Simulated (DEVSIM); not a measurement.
Structure: illuminated Si p-on-n cell, one wavelength, at 300 K.

Layer 1 from the left is Si, thickness (μm) 0.0820, Na (cm⁻³) 2.8e18, τn (s) 4.8e-8, τp (s) 4.3e-7, absorption coefficient (cm⁻¹) 400. Layer 2 from the left is Si, thickness (μm) 42.0, Nd (cm⁻³) 1.4e16, τn (s) 9.3e-7, τp (s) 9.3e-7, absorption coefficient (cm⁻¹) 400.

Left contact: ohmic, minority electron recombination velocity 3e5 cm/s. Right contact: ohmic, minority hole recombination velocity 70000 cm/s. Voltage is applied to the left contact. Recombination: SRH at mid-gap, radiative, Auger. Light enters at the left, 6.7e17 photons cm⁻² s⁻¹, one pass, no reflection. Mobility is μmin + (μ − μmin)/(1 + (N/Nref)^α).

Constants are typed, rounded textbook-type inputs, not results; the design itself was drawn at random and stands for no fabricated device. Values at 300 K.

Si: gap (eV) 1.124, affinity (eV) 4.05, permittivity 11.7, Nc (cm⁻³) 2.86e19, Nv (cm⁻³) 3.1e19, μn (cm²/Vs) 1417, μp (cm²/Vs) 470, μn,min 52, μp,min 45, Nref,n 9.7e16, Nref,p 2.2e17, αn 0.68, αp 0.72, B (cm³/s) 4.7e-15, Cn (cm⁶/s) 2.8e-31, Cp (cm⁶/s) 9.9e-32.

Model (solved in DEVSIM): 1D drift-diffusion, Boltzmann statistics, complete ionisation; no tunnelling, impact ionisation, image-force lowering or self-heating.

Task: What does the simulation give for the short-circuit current, the dark forward voltage at 100 A/cm², the open-circuit voltage?

Result: short-circuit current 51.2 mA/cm²; dark forward voltage at 100 A/cm² 0.839 V; open-circuit voltage 0.589 V.
